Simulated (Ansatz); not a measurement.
The starting structures come from a database of crystals and need not be the phases stable at ambient conditions.

# Evanescent states of LaPO4 (P6_222, not sure to be the ambient phase, 18 atoms a cell, 16.2 Å³ an atom) along the normal of (101)

Computed with PBEsol (plane waves, PAW; Ansatz, a program for electronic structure).

No gap correction and no spin-orbit coupling; mid-gap values are interpolated between computed energies.

Energies count from the valence-band top; κ is the least over a 6×4 mesh across the current.

```json
[
 {"E (eV)": "0.12", "κ (1/Å)": "0.274", "where": "off Γ"},
 {"E (eV)": "0.34", "κ (1/Å)": "0.369", "where": "off Γ"},
 {"E (eV)": "0.57", "κ (1/Å)": "0.423", "where": "Γ"},
 {"E (eV)": "0.81", "κ (1/Å)": "0.442", "where": "Γ"},
 {"E (eV)": "1.03", "κ (1/Å)": "0.456", "where": "Γ"},
 {"E (eV)": "1.26", "κ (1/Å)": "…", "where": "Γ"},
 {"E (eV)": "1.50", "κ (1/Å)": "…", "where": "Γ"},
 {"E (eV)": "1.73", "κ (1/Å)": "…", "where": "Γ"},
 {"E (eV)": "1.96", "κ (1/Å)": "…", "where": "Γ"},
 {"E (eV)": "2.19", "κ (1/Å)": "…", "where": "Γ"},
 {"E (eV)": "2.42", "κ (1/Å)": "…", "where": "Γ"},
 {"E (eV)": "2.65", "κ (1/Å)": "…", "where": "Γ"},
 {"E (eV)": "2.88", "κ (1/Å)": "…", "where": "Γ"},
 {"E (eV)": "3.10", "κ (1/Å)": "…", "where": "Γ"},
 {"E (eV)": "3.33", "κ (1/Å)": "…", "where": "Γ"},
 {"E (eV)": "3.56", "κ (1/Å)": "…", "where": "Γ"},
 {"E (eV)": "3.79", "κ (1/Å)": "0.432", "where": "Γ"},
 {"E (eV)": "4.03", "κ (1/Å)": "0.414", "where": "Γ"},
 {"E (eV)": "4.25", "κ (1/Å)": "0.391", "where": "Γ"},
 {"E (eV)": "4.49", "κ (1/Å)": "0.362", "where": "Γ"},
 {"E (eV)": "4.71", "κ (1/Å)": "0.319", "where": "Γ"}
]
```

Question: What belongs in the gaps?

Answer: 
- 1.26, κ (1/Å): 0.467
- 1.50, κ (1/Å): 0.475
- 1.73, κ (1/Å): 0.481
- 1.96, κ (1/Å): 0.484
- 2.19, κ (1/Å): 0.486
- 2.42, κ (1/Å): 0.485
- 2.65, κ (1/Å): 0.482
- 2.88, κ (1/Å): 0.477
- 3.10, κ (1/Å): 0.470
- 3.33, κ (1/Å): 0.460
- 3.56, κ (1/Å): 0.447
